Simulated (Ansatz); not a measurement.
Input:

End structure of a constructed model of the (111) surface of fcc Pd, a pseudomorphic layer of Ag in the host's stacking (bottom of the slab: a bare face, its two planes held):

```xyz
7
Lattice="2.7886 0.0000 0.0000 -1.3943 2.4150 0.0000 0.0000 0.0000 30.0000" Properties=species:S:1:pos:R:3 pbc="T T T"
Pd     0.0000     1.6100     8.0659
Pd     1.3943     0.8050    10.3427
Pd     0.0000     0.0000    12.6147
Pd     0.0000     1.6100    14.8921
Pd     1.3943     0.8050    17.1727
Pd     0.0000     0.0000    19.4687
Ag     0.0000     1.6100    21.8320
```

Slab: 7 atoms, 13.9 Å thick at the start; k 15x15x1, smearing 0.1 eV, dipole-corrected; 2 atoms held, the rest relaxed; held to the start's symmetry, so lower structures may exist; no spin, no spin-orbit, no U. In PBE it is, or lies within 0.01 eV a 1x1 cell of, the lowest of the 2 structures of its composition computed so far; larger cells were not tried.

Q: Give the work function of the top face at the level Ansatz (a program for electronic structure) with PBE.

A: 4.60 eV
